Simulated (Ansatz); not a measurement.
```xyz
1
Lattice="2.8371 0.0000 0.0000 0.0000 2.8371 0.0000 1.4185 -1.4185 1.8634" Properties=species:S:1:pos:R:3 pbc="T T T"
Pt     0.0000     0.0000     0.0000
```

No spin polarisation.

Calculations: LDA/PAW in Ansatz (an electronic-structure program), no spin-orbit coupling. Γ-centred 29×29×29 mesh, Fermi–Dirac width 0.1 eV.

Question: Predict the space group, band gap and in-plane stress.

Answer: 
- Space group: I4/mmm (No. 139)
- Band gap: zero
- Mean in-plane stress (compression positive): -5.9 GPa

The cells carry an imposed strain or load. Stability against distortions was not tested. The final runs are not spin-polarised. The cell was made from Pt in the fcc (Cu type) structure (space group Fm-3m, No. 225) by this change: biaxial strain +3.00 %, plane normal [001], relaxed out of plane.
